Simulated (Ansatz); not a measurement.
System: Ta-vacancy pair (Ta on one host Ru site, one Ru site vacant) in hcp Ru (neutral cell). The step: the Ta atom itself jumps into the vacancy (Ta-vacancy distance between ideal sites 2.72 Å throughout); the atom moves 2.59 Å along (-0.95, 0.00, 0.00) of the unit cell; the moving atom starts with neighbours 2 Ru at 2.68, 4 Ru at 2.71, Ru at 2.72, 2 Ru at 2.75, Ru at 2.77, Ru at 2.81 Å and ends with 2 Ru at 2.68, 4 Ru at 2.71, Ru at 2.72, 2 Ru at 2.75, Ru at 2.77, Ru at 2.81 Å. A PBE band in Ansatz (plane-wave PAW, a 2×2×2 k-point mesh shifted by half a step along c, 36 host sites, 22 SCF runs with any check of the saddle's order, static, no finite-size correction) gives a forward barrier of 1.69 eV. The saddle point's order was not checked, and it lies on a symmetry element of the cell, where a band can be held. Forms of the defect that were not tried may lie lower.

Single points at the band's start and saddle point can refine it. Rough cost of one point, in units of the band's mean SCF on the same machine:

```tsv
Level	Cost of one point
PBE, a 4×4×4 k-point mesh shifted by half a step along c	about 7
r2SCAN at 500 eV, a 2×2×2 k-point mesh shifted by half a step along c	about 3
```

### Question
Which of these move the barrier by more than 0.1 eV, and how far does each move it?

### Answer
Not one does. PBE, a 4×4×4 k-point mesh shifted by half a step along c: -0.07 eV; r2SCAN at 500 eV, a 2×2×2 k-point mesh shifted by half a step along c: +0.06 eV. Each functional is compared with PBE at the same k-points.

Ansatz is a quantum-chemistry and plane-wave program.
